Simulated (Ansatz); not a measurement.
## Converging the k-point mesh: a (001) slab of GePd (cut from a parent of space group no. 62; 8 atoms in the cell)

```yaml
crystal:
  lattice:
    - [5.76622, 0.00000, 0.00000]
    - [0.00000, 3.53861, 0.00000]
    - [0.00000, 0.00000, 19.30040]
  atoms:
    - { symbol: Ge, position: [0.81460, 0.75000, 0.52531] }
    - { symbol: Ge, position: [0.18540, 0.25000, 0.47469] }
    - { symbol: Ge, position: [0.68540, 0.25000, 0.36269] }
    - { symbol: Ge, position: [0.31460, 0.75000, 0.63731] }
    - { symbol: Pd, position: [0.99622, 0.75000, 0.39950] }
    - { symbol: Pd, position: [0.00378, 0.25000, 0.60051] }
    - { symbol: Pd, position: [0.50378, 0.25000, 0.56212] }
    - { symbol: Pd, position: [0.49622, 0.75000, 0.43788] }
```

Method: PBEsol, default PAW files made with PBE (plane waves; Ansatz, a program for electronic structure).

Base settings: basis.ecutwfc = 420 eV; kpoints.mp_grid.grid = 3 7 1; hamiltonian.xc = pbesol; hamiltonian.pseudopotentials = {kind: paw} (the program's default PAW files); scf.occupations.method = gaussian; scf.occupations.width = 0.1 eV.

Only quantities that move along the ladder and can be compared are tabulated.

The count of work is k-points × plane waves × bands × iterations; it is no time. Core times come from one kind of shared machine, to one figure; runs under 30 s give none.

The starting cell comes from a database of computed structures (which also holds hypothetical and non-ambient phases and stackings), without a prior relaxation at this level. The slab is cut from that crystal, and its faces are unrelaxed. Its lattice was rescaled by up to half a per cent. Spin polarisation is off. Without a gap this mesh is coarse (it stands for a supercell whose shortest in-plane vector is 17 Å).

Steps (kpoints.mp_grid.grid): 1 2 1; 2 2 1; 2 3 1; 3 4 1; 3 5 1; 3 7 1; 4 6 1; 4 7 1; 5 8 1; 6 9 1; 7 11 1; 8 13 1; 9 15 1; 11 17 1; 13 20 1; 15 24 1.

Question: What is the state of the free energy at the end of the ladder?

Answer: Still drifting one way, by 0.26 meV/atom over the last two steps, so the last step is no safe reference.

Question: What is the coarsest kpoints.mp_grid.grid that holds the forces within 0.01 eV/Å?

Answer: Not settled: the last two steps still differ by 0.007 eV/Å, over half the tolerance, so the ladder does not show it.

| kpoints.mp_grid.grid | free energy less the last step's (meV/atom) | largest difference of a force vector from the last step's (eV/Å) | count of work / last | core time / last (rough) |
|---|---|---|---|---|
| 1 2 1 | 128.21 | 0.844 | 0.031 | – |
| 2 2 1 | -123.00 | 0.495 | 0.043 | – |
| 2 3 1 | -14.49 | 0.210 | 0.038 | – |
| 3 4 1 | 11.23 | 0.192 | 0.065 | – |
| 3 5 1 | -5.28 | 0.114 | 0.050 | – |
| 3 7 1 | 1.06 | 0.065 | 0.077 | – |
| 4 6 1 | 3.73 | 0.051 | 0.13 | – |
| 4 7 1 | 0.43 | 0.079 | 0.12 | – |
| 5 8 1 | -0.13 | 0.046 | 0.14 | – |
| 6 9 1 | -1.08 | 0.039 | 0.19 | 0.2 |
| 7 11 1 | -1.07 | 0.021 | 0.23 | 0.2 |
| 8 13 1 | -0.73 | 0.029 | 0.34 | 0.3 |
| 9 15 1 | -0.31 | 0.013 | 0.38 | 0.4 |
| 11 17 1 | -0.26 | 0.007 | 0.52 | 0.5 |
| 13 20 1 | -0.14 | 0.007 | 0.74 | 0.7 |
| 15 24 1 | 0.00 | 0.000 | 1.0 | 1 |

Keys are those of Ansatz 0.2.
